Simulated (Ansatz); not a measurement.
Base system: SnO in the litharge type structure (space group P4/nmm, No. 129; a = 3.7927 Å, c = 4.7644 Å; layered, stacked along the Cartesian z axis). Axes: x, y, z lie along a, b, c of the conventional cell.

All numbers come from r2SCAN+rVV10, PAW, 500 eV (Ansatz, a program for electronic structure; no SOC), earlier PAW set.

Strains are applied to the cell and any free atomic positions relax; under biaxial strain the out-of-plane vector relaxes too.

One change was made to it. Results:

The pressure (mean of the normal stresses, compression positive) goes from zero to 0.9 GPa; the volume per atom drops by 0.179 Å³ (17.13 Å³ → 16.96 Å³); the band gap stays zero.

### Question
Name the change that was made.
(A) biaxial strain −0.73 %, plane normal [001], relaxed out of plane
(B) uniaxial strain ε_yy = +4.26 %
(C) biaxial strain −0.38 %, plane normal [001], relaxed out of plane
(D) isotropic strain +5.69 %

### Answer
A, biaxial strain −0.73 %, plane normal [001], relaxed out of plane. For comparison, the volume per atom in the other runs: biaxial strain −0.38 %, plane normal [001], relaxed out of plane gives 17.04 Å³; uniaxial strain ε_yy = +4.26 % gives 17.86 Å³; isotropic strain +5.69 % gives 20.23 Å³.

A case with no gap was solved on a k-mesh chosen for an insulator, which is coarse for it. No phonon test of stability was made. The final runs are not spin-polarised. A zero or small gap of SnO can be the functional's error rather than a property of the material.
